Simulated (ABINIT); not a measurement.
**Short convergence ladders for K (Im-3m, 1 atom in the cell)**

```yaml
crystal:
  lattice:
    - [-2.65320, 2.65320, 2.65320]
    - [2.65320, -2.65320, 2.65320]
    - [2.65320, 2.65320, -2.65320]
  atoms:
    - { symbol: K, position: [0.00000, 0.00000, 0.00000] }
```

Base method: PBE, PAW (JTH v2.0 PBE PAW) (plane waves; ABINIT 10.0.3).

Base settings: pseudos = [K.GGA_PBE-JTH.xml]; ecut = 21 Ha; pawecutdg = 42 Ha; pawxcdev = 0; ixc = 11; occopt = 3; tsmear = 0.00367493 Ha; ngkpt = 3 3 3; nshiftk = 1; shiftk = 0 0 0.

The count of work is k-points × plane waves × bands × iterations; it is no time. Core times come from one kind of shared machine, to one figure; runs under 30 s give none.

**The cutoff for other potential files**

Level: DFT, PBE, plane waves, norm-conserving pseudopotentials (PseudoDojo nc-sr-05 PBE standard).

In this ladder: pseudos = [K.upf]; pawecutdg = default; pawxcdev = default; potentials = PseudoDojo nc-sr-05 PBE standard.

The second cell is the first with its lattice scaled by 0.98.

The mesh stays at the base's, so the ladder's end is converged at best in this setting alone.

Only quantities that move along the ladder and can be compared are tabulated.

```tsv
ecut	free energy less the last step's (meV/atom)	energy of the compressed cell less the first (meV/atom)	pressure (GPa)	count of work / last
17 Ha	804.26	-2.43	-5.62	0.11
20 Ha	333.36	1.10	-3.11	0.12
26 Ha	38.87	-0.70	-0.75	0.21
31 Ha	3.81	-1.37	-0.25	0.27
37 Ha	0.27	-1.39	-0.16	0.35
44 Ha	0.15	-1.39	-0.16	0.46
56 Ha	0.08	-1.39	-0.16	0.66
74 Ha	0.00	-1.39	-0.16	1.0
```

Coarsest ecut that holds the energy of the compressed cell less the first within 0.2 meV/atom of the last step, with all finer ones: 31 Ha, at 0.27 of the last step's count of work; the step before is off by 0.69 meV/atom.

Coarsest ecut that holds the pressure within 0.1 GPa of the last step, with all finer ones: 31 Ha, at 0.27 of the last step's count of work; the step before is off by 0.59 GPa.

Coarsest ecut that holds the free energy within 0.5 meV/atom of the last step, with all finer ones: 37 Ha, at 0.35 of the last step's count of work; the step before is off by 3.8 meV/atom.

The energy difference between the two cells stays within 1 meV/atom of the last step's from 26 Ha on, the total only from 37 Ha on: much of the error is common to both cells and cancels.

At the lowest cutoff the pressure lies 5.5 GPa under the last step's, the usual sign of Pulay stress in an incomplete plane-wave basis.

**The relaxed cell against the cutoff**

In this ladder: toldfe = default; tolvrs = 1e-11; ionmov = 3; ntime = 40; tolmxf = 0.0001 Ha/bohr; optcell = 2; dilatmx = 1.08; ecutsm = 0.5 Ha. Moved along: pawecutdg.

The mesh stays at the base's, so the ladder's end is converged at best in this setting alone.

Only quantities that move along the ladder and can be compared are tabulated.

```tsv
ecut	relaxed volume (Å³/atom)	relaxation steps	core time / last (rough)
10 Ha	73.240	4	–
13 Ha	71.421	4	–
15 Ha	71.686	4	–
18 Ha	71.631	4	0.3
21 Ha	71.599	4	0.4
25 Ha	71.615	4	0.4
32 Ha	71.582	4	0.8
42 Ha	71.655	4	1
```

Coarsest ecut that holds the relaxed volume within 0.358 Å³/atom of the last step, with all finer ones: 13 Ha; the step before is off by 1.6 Å³/atom.

At the lowest cutoff the cell relaxes to a volume 2.2 % larger than at the highest.

On the base run: the starting cell has typed, rounded lattice constants, without a prior relaxation at this level. Its lattice was rescaled by up to half a per cent. Without a gap this mesh is coarse (it stands for a supercell whose shortest vector is 14 Å).
